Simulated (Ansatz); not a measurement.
Structures of equal composition on the (113) surface of germanium: 1 pair of surface atoms bonded, H on both atoms of one pair (paired Ge at depth 0.0 Å) alone; 1 pair of surface atoms bonded, H on all but both atoms of one pair (paired Ge at depth 0.0 Å). The slabs share one bottom face, and each structure is named by its start. These are constructed structures in small cells; real faces may alloy, dewet or reconstruct in larger ones, and not all known structures of the face are among them. Slabs of about 14 Å with all that they carry, Fermi-Dirac smearing of 0.025 eV. Bottom of the slabs: built like the top, H on every dangling bond, free. Relaxed from the named starts with such symmetry as they have, on meshes of like density; energies extrapolated to zero smearing; no spin-orbit coupling, no U. Spin-polarised runs, if any, are marked in brackets, and their order is one that fits the cell; the others ran without spin. Where a second, spin-polarised start was run, the lower counts.

All values below come from PBE (plane waves to 420 eV, PAW; Ansatz, a first-principles code).

Question: Rank these by energy per 1x1 cell (lowest first), as PBE gives it.

Answer: 1 pair of surface atoms bonded, H on all but both atoms of one pair (paired Ge at depth 0.0 Å) (0.000 eV, gap 0.40 eV on the mesh), 1 pair of surface atoms bonded, H on both atoms of one pair (paired Ge at depth 0.0 Å) alone (0.044 eV, gap 0.28 eV on the mesh)
